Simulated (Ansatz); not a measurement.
Base system: AlRu in the CsCl type structure (space group Pm-3m, No. 221).

```xyz
2
Lattice="2.9764 0.0000 0.0000 0.0000 2.9764 0.0000 0.0000 0.0000 2.9764" Properties=species:S:1:pos:R:3 pbc="T T T"
Al     0.0000     0.0000     0.0000
Ru     1.4882     1.4882     1.4882
```

Calculations: PBEsol (Ansatz, a quantum-chemistry and plane-wave program; PAW; 420 eV plane waves; no spin-orbit coupling).

Before the change:

- Lattice parameter a: 5.624 bohr

It is then changed as follows: a hydrostatic pressure of 0.9 GPa.

Question: How does this affect the lattice parameter a?

Answer: The lattice parameter a drops by 0.0076 bohr, from 5.624 bohr to 5.617 bohr.

Load acts through the strain it causes; cell and atoms are relaxed under it. Whether these cells are dynamically stable was not tested. The final runs are not spin-polarised.
